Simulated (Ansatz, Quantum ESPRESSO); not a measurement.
**Code comparison for AlN (F-43m, 2 atoms in the cell)**

Zone-centre phonon calculation.

```xyz
2
Lattice="0.0000 2.1938 2.1938 2.1938 0.0000 2.1938 2.1938 2.1938 0.0000" Properties=species:S:1:pos:R:3 pbc="T T T"
Al     0.0000     0.0000     0.0000
N      3.2907     3.2907     3.2907
```

Shared settings, as Ansatz (an electronic-structure program) writes them: kpoints.mp_grid.grid = 9 9 9; scf.occupations.method = fermi_dirac; scf.occupations.width = 0.0037 Ry. Potentials and cutoffs stand in the table.

| code | model | highest zone-centre frequency, without LO-TO term (cm⁻¹) | cutoff |
|---|---|---|---|
| Ansatz | PBE, PAW files | 645 | 30.9 Ry |
| Quantum ESPRESSO | PBE, PseudoDojo standard norm-conserving (PBE) pseudopotentials | 651 | 85 Ry |

The spread over the programs that give each value: highest zone-centre frequency, without LO-TO term within 6.0 cm⁻¹.

The starting cell comes from a database of computed structures (which also holds hypothetical and non-ambient phases and stackings), without a prior relaxation at this level. Its lattice was rescaled by a random factor within 2.5 % of one.

Keys are those of Ansatz 0.2.
